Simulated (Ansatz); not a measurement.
Base system: CsPbCl3 in the cubic perovskite structure (space group Pm-3m, No. 221).

```xyz
5
Lattice="5.6188 0.0000 0.0000 0.0000 5.6188 0.0000 0.0000 0.0000 5.6188" Properties=species:S:1:pos:R:3 pbc="T T T"
Cs     0.0000     0.0000     0.0000
Pb     2.8094     2.8094     2.8094
Cl     2.8094     0.0000     2.8094
Cl     0.0000     2.8094     2.8094
Cl     2.8094     2.8094     0.0000
```

Cartesian axes are those of the cell as printed.

Computed with PBEsol (Ansatz, a program for electronic structure, PAW, no SOC).

Before the change:

The pressure comes out as 0.00 GPa. The valley order is R along ⟨111⟩ 1.83 eV; Γ 3.24 eV.

It is then changed as follows: compressive biaxial strain of 1.80 % in the plane normal to [001], as in epitaxy on a mismatched substrate; the out-of-plane cell vector and the atoms relax.

Problem. Predict the new ratio −ε⊥/ε∥.

Solution. The ratio −ε⊥/ε∥ is 0.28.

Problem. What does the calculation give for the pressure after the change?

Solution. The pressure (mean of the normal stresses, compression positive) goes from zero to 0.88 GPa.

Problem. Predict the new valley order.

Solution. The valley order (the lowest conduction-band minima on the path, energy above the VBM, named in the base's zone) goes from R along ⟨111⟩ 1.83 eV; Γ 3.24 eV to R along [111] 1.56 eV; Γ 3.06 eV.

Spin-orbit coupling, missing from the scalar runs, can matter with Pb. The levels and masses belong to the bands next to the band gap. No phonon test of stability was made. Many cubic perovskites are stable only at high temperature; tilts and polar distortions were not tested. This is not the structure that CsPbCl3 has at room temperature and ambient pressure.
